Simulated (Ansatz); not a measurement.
ZnGeP2: energy against strain

ZnGeP2 (chalcopyrite, I-42d, 19.179 Å³/atom at rest, c along z) under a strain ε along c (axis z), the other axes held. LDA in Ansatz, a plane-wave DFT program (PAW, default set), 420 eV, 9×9×9 Γ-centred mesh, Fermi-Dirac smearing 0.05 eV; ions are relaxed within the symmetry of each cell.

Here s stands for strain and y for E less E0.

```
strain (%)  E less E0 (meV/atom)
----------  --------------------
-3.00                          ?
-1.50                       1.88
-0.75                       0.46
0.00                        0.00
0.75                        0.47
1.50                        1.86
```

The 5 complete rows are fitted with a parabola, y against s. Least squares gives y = -0.002 - 0.0040·s + 0.8317·s². Residuals (row less fit): 0.005, -0.009, 0.002, 0.007, -0.003; standard error 0.009 (degrees of freedom: 2). Twice the quadratic coefficient over the volume, 2 × 0.8317 meV × 10⁴ × 0.1602 / 19.179 Å³, is the elastic constant C33 = 139 ± 0.7 GPa.

Q: Predict the withheld y at s = -3.00 from the fit, and compare with the calculation.

A: y = -0.002 - 0.0040 × (-3.00) + 0.8317 × (-3.00)² = 7.495 meV/atom. The calculation gives 7.62 meV/atom, 0.125 meV/atom above the prediction (1.6 % of the range of y in the table). The row lies outside the fitted rows, so this is an extrapolation. From the scatter of the fitted rows alone, a prediction at this place has a standard error of 0.037 meV/atom, so the miss is 3.4 times that.

One order more, fitted to all 9 runs of the series, follows each within 0.01, so the miss is the next term of a smooth law. Rows are the converged runs of the series near zero and its far end; series whose fitted rows scatter by over a few per cent of the range, as at a crossing or softening among them, aren't shown in this form. Most that stay on the fit to the last digits aren't either.
